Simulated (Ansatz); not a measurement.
Consider Pt in the fcc (Cu type) structure (space group Fm-3m, No. 225; a = 3.9415 Å; relaxed with 0.1 eV smearing). Axes: x, y, z lie along the cube axes.

All numbers come from r2SCAN/PAW in Ansatz (an electronic-structure program), no SOC, earlier PAW set.

Perturbation: the cell is stretched by 5.45 % along y with no lateral relaxation; the atoms relax in the strained cell.

Q: Estimate the effect on the stress.

A: The stress (xx, yy, zz, yz, xz, xy; compression positive) is (-10.5, -15.1, -10.5, 0.0, 0.0, 0.0) GPa.

Q: Predict the new energy relative to the base.

A: The energy rises by 42 meV/atom.

Stability against distortions was not tested. All final runs are without spin polarisation. Pt lies near a magnetic instability that expansion can trigger; it was not tested.
